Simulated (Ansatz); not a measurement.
Take Rh in the diamond structure (space group Fd-3m, No. 227; a = 5.5131 Å; a hypothetical phase, not in the database extracts checked) as the base.

(Cell as relaxed with PBE.)

Levels (all Ansatz, a program for electronic structure, PAW): PBE (420 eV, without spin-orbit coupling); PBEsol (420 eV, no spin-orbit coupling).

Each level relaxes its own structure.

```csv
quantity,PBE,PBEsol
volume per atom,20.95 Å³,(withheld)
lattice parameter a,5.513 Å,(withheld)
band gap,zero,(withheld)
```

Question: What does PBEsol give?

Answer: 
- volume per atom, PBEsol: 20.05 Å³
- lattice parameter a, PBEsol: 5.433 Å
- band gap, PBEsol: zero

PBE's volume per atom lies 0.90 Å³ above PBEsol's (4.5 %); PBE's lattice parameter a lies 0.080 Å above PBEsol's (1.5 %); the two agree on the band gap. Neither level is exact; PBEsol is the comparison here, not a measurement.

Stability against distortions was not tested. All final runs are without spin polarisation. Rh has a high density of states at the Fermi level and may be magnetic at this level.
